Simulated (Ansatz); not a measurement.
## BAs under load (space group F-43m): band-edge transport data

Consider the following.

```
CELL_PARAMETERS angstrom
      0.00000     2.40303     2.40303
      2.40303     0.00000     2.40303
      2.40303     2.40303     0.00000
ATOMIC_POSITIONS crystal
  B  0.00000 0.00000 0.00000
  As 0.25000 0.25000 0.25000
```

Calculation: PBE with spin-orbit coupling, rigid bands (plane waves, PAW; Ansatz, a quantum-chemistry and plane-wave program). Condition of this run: hydrostatic pressure of -3.2 GPa (compression positive) (the target of the relaxation). Cell: cell and atoms relaxed with PBEsol, then loaded as said.

```json
{
 "band_gap": "1.14 eV",
 "electron conductivity mass (300 K, dilute)": "0.31 mₑ",
 "hole conductivity mass (300 K, dilute)": "0.35 mₑ",
 "effective density of states N_c (300 K)": "3.7e19 cm⁻³",
 "effective density of states N_v (300 K)": "1.1e19 cm⁻³",
 "density_of_states_mass_electrons": "1.29 mₑ",
 "density_of_states_mass_holes": "0.59 mₑ",
 "Seebeck coefficient, n-type 1e19 cm⁻³, 300 K": "-324 μV/K",
 "best n-type power factor at 300 K for τ = 10 fs (best axis; densities from 1e16 to 1e21 cm⁻³ tried, whether or not they can be reached)": "18.4 μW/(cm·K²) at 1e20 cm⁻³",
 "Seebeck coefficient, p-type 1e19 cm⁻³, 300 K": "247 μV/K",
 "best p-type power factor at 300 K for τ = 10 fs (best axis; densities from 1e16 to 1e21 cm⁻³ tried, whether or not they can be reached)": "8.8 μW/(cm·K²) at 3e20 cm⁻³"
}
```

Rigid bands; masses and Seebeck coefficients take one relaxation time τ for all states and one kind of carrier; polarons and phonon drag are left out. Geometry: cell and atoms relaxed with PBEsol.
